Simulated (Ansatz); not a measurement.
BeSe, response to strain

The parent structure is BeSe in the zinc blende structure (space group F-43m, No. 216).

```
BeSe
1.0
    0.00000     2.54081     2.54081
    2.54081     0.00000     2.54081
    2.54081     2.54081     0.00000
Be Se
1 1
Direct
  0.00000   0.00000   0.00000
  0.25000   0.25000   0.25000
```

Cartesian axes are those of the cell as printed.

Strains are applied to the cell and any free atomic positions relax.

Level of theory: LDA (Ansatz, a first-principles code), spin-orbit coupling left out.

Notes on the quantities. energy relative to the base: free energy F.

```json
[
 {"change": "base", "band gap": "2.40 eV", "energy relative to the base": "0 meV/atom", "shortest interatomic distance": "2.200 Å"},
 {"change": "tensor shear ε_xy = +0.29 %", "band gap": "2.38 eV", "energy relative to the base": "+0.1 meV/atom", "shortest interatomic distance": "2.198 Å"},
 {"change": "tensor shear ε_xy = +0.57 %", "band gap": "2.35 eV", "energy relative to the base": "+0.5 meV/atom", "shortest interatomic distance": "2.196 Å"},
 {"change": "tensor shear ε_xy = +1.14 %", "band gap": "2.29 eV", "energy relative to the base": "+1.9 meV/atom", "shortest interatomic distance": "2.192 Å"},
 {"change": "tensor shear ε_xy = +1.43 %", "band gap": "…", "energy relative to the base": "…", "shortest interatomic distance": "…"},
 {"change": "tensor shear ε_xy = +2.00 %", "band gap": "2.17 eV", "energy relative to the base": "+5.8 meV/atom", "shortest interatomic distance": "2.186 Å"},
 {"change": "tensor shear ε_xy = +1.71 %", "band gap": "2.21 eV", "energy relative to the base": "+4.2 meV/atom", "shortest interatomic distance": "2.188 Å"},
 {"change": "tensor shear ε_xy = +0.86 %", "band gap": "2.32 eV", "energy relative to the base": "+1.1 meV/atom", "shortest interatomic distance": "2.194 Å"}
]
```

**Question.** Some entries are withheld; estimate them.

**Answer.** 
- tensor shear ε_xy = +1.43 %, band gap: 2.25 eV
- tensor shear ε_xy = +1.43 %, energy relative to the base: +3.0 meV/atom
- tensor shear ε_xy = +1.43 %, shortest interatomic distance: 2.190 Å

Whether these cells are dynamically stable was not tested.
